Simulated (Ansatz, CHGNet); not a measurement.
## HfSiO4 (I4₁/amd, No. 141, 12 atoms in the cell; start mp-4609): properties by level of theory

```tsv
level (code)	lattice constant a (Å)	lattice parameter c (Å)
CHGNet 0.3.0	6.625	6.008
CHGNet-r²SCAN	6.539	5.971
r²SCAN (Ansatz)	6.582	5.972
```

Caveats: the relaxation could not lower the start's symmetry, so the cell can be a saddle point above a distorted one (CHGNet 0.3.0, CHGNet-r²SCAN, r²SCAN). Ansatz's density-functional and Hartree–Fock values are scalar-relativistic unless marked +SOC, with PAW data made under PBE.

A start named mp-… is a Materials Project structure, which need not be a measured phase.

Ansatz is a quantum-chemistry and plane-wave program.
